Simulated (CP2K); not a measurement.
A user runs CP2K on LiY3 (I4/mmm, 4 atoms in the cell) and asks whether the run is sound. The aim is a self-consistent single point with DFT PBEsol, GPW, DZVP-MOLOPT-SR-GTH basis, GTH-PBE potentials (GTH_POTENTIALS).

Cell that was meant: a = 6.3869 Å, b = 6.3869 Å, c = 6.3869 Å, α = 135.80°, β = 135.80°, γ = 64.30°.

Part of the input:

```
      &END MIXING
      &SMEAR ON
        METHOD FERMI_DIRAC
        ELECTRONIC_TEMPERATURE [K] 23209
      &END SMEAR
    &END SCF
    &KPOINTS
```

Log, with long lists cut:

```
 GLOBAL| Method name                                                        CP2K
   [... lines left out ...]
                           36                36.000                        1.000

 Number of electrons:                                                         36
 Number of occupied orbitals:                                                 18
 Number of molecular orbitals:                                                25

 Number of orbital functions:                                                 84
 Number of independent orbital functions:                                     84
 SCF WAVEFUNCTION OPTIMIZATION

  Step     Update method      Time    Convergence         Total energy    Change
     1 NoMix/Diag. 0.20E+00      -     1.44988751      -122.8078852794 -1.23E+02
     2 Broy./Diag. 0.20E+00      -     0.02798343      -122.8030837416  4.80E-03
     3 Broy./Diag. 0.20E+00      -     0.06013791      -122.8449452781 -4.19E-02
     4 Broy./Diag. 0.20E+00      -     0.02507123      -122.9173695153 -7.24E-02
     5 Broy./Diag. 0.20E+00      -     0.00235015      -122.9204050000 -3.04E-03
     6 Broy./Diag. 0.20E+00      -     0.00168348      -122.8849875575  3.54E-02
   [... 3 lines left out ...]
    10 Broy./Diag. 0.20E+00      -     0.00000969      -122.8794448169  4.28E-05
    11 Broy./Diag. 0.20E+00      -     0.00000167      -122.8793878433  5.70E-05
    12 Broy./Diag. 0.20E+00      -     0.00000343      -122.8793974040 -9.56E-06
    13 Broy./Diag. 0.20E+00      -     0.00000004      -122.8793990206 -1.62E-06
  *** SCF run converged in    13 steps ***

  Overlap energy of the core charge distribution:               0.00000000000000
  Self energy of the core charge distribution:               -221.92694210737076
  Core Hamiltonian energy:                                     47.94609613075015
  Hartree energy:                                              68.93807133167766
  Exchange-correlation energy:                                -16.76181994934456
  Electronic entropic energy:                                  -1.07480442536213
  Fermi energy:                                                 0.20769146226679

  Total energy:                                              -122.87939902058456
  Total energy (extrapolated to T->0):                       -122.34199680790350

   [... lines left out ...]
 STRESS|                        x                   y                   z
 STRESS|      x        3.39012785325E+04  -7.38299407503E+03   1.65321047609E+00
 STRESS|      y       -7.38299407503E+03   4.10084965390E+04   1.01555465272E+00
 STRESS|      z        1.65321047609E+00   1.01555465272E+00   4.56498254482E+04
 STRESS| 1/3 Trace                                             4.01865335066E+04
```

Q: Can these results be used? Check the input.

A: The run is not sound. The fault is a smearing width that is far too large. A width of many tenths of an electronvolt moves electrons far across the Fermi level or the gap, and the free energy and its derivatives carry a large smearing term. To fix it, use a width small against the gap or band features. The run converged in 13 iterations without an error; against the sound input the free energy goes down by 5.21 eV/atom and the pressure goes from -2.27 to 4.02 GPa.

An input that runs soundly differs in these lines (not the only fix; some lines may just follow from the change or write a value another way):
```diff
-        ELECTRONIC_TEMPERATURE [K] 23209
+        ELECTRONIC_TEMPERATURE [K] 1160.45
```

With that input, the run converged in 15 iterations: free energy E − TS -3322.8683 eV; Fermi level (on the code's own zero) 5.97 eV; pressure -2.27 GPa (DFT PBEsol, GPW, DZVP-MOLOPT-SR-GTH basis, GTH-PBE potentials (GTH_POTENTIALS)).

On the sound input: the starting cell comes from a database of computed structures (which also holds hypothetical and non-ambient phases and stackings), without a prior relaxation at this level. Its lattice was rescaled by a random factor within 2.5 % of one. Values carry the incompleteness of an atom-centred basis. The potentials were made for another functional than the one used.
